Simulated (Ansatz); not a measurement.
Defect: Sn-vacancy pair (Sn on one host W site, one W site vacant) in bcc W, neutral cell. All values below come from PBE, PAW (plane waves to 420 eV; Ansatz, a program for electronic structure).

36-site cell at the relaxed PBE lattice, a 2×2×3 k-point mesh shifted by half a step, smearing 0.10 eV, spin-restricted, no finite-size correction. Static, classical nuclei. Spin-orbit coupling is left out. Forms of the defect that were not tried may lie lower.

Barriers: single points on a 3×3×5 k-point mesh shifted by half a step at the bands' geometries.

The step: direct exchange of Sn with the vacancy (Sn-vacancy distance between ideal sites 2.76 Å throughout); the atom moves 2.10 Å along (0.38, 0.38, 0.38) of the unit cell; the moving atom starts with neighbours 3 W at 2.76, 3 W at 2.91, 2 W at 3.01, W at 3.02, W at 3.06, 3 W at 3.37 Å and ends with 3 W at 2.76, 3 W at 2.91, 2 W at 3.01, W at 3.02, W at 3.06, 3 W at 3.37 Å.

Problem. Estimate the migration barrier of this step that PBE, PAW returns for this input.

Solution. 41 kJ/mol, the same both ways. At the saddle the moving atom has neighbours 4 W at 2.73, 2 W at 2.74, 6 W at 3.44 Å. The saddle point's order was not checked, and it lies on a symmetry element of the cell, where a band can be held.
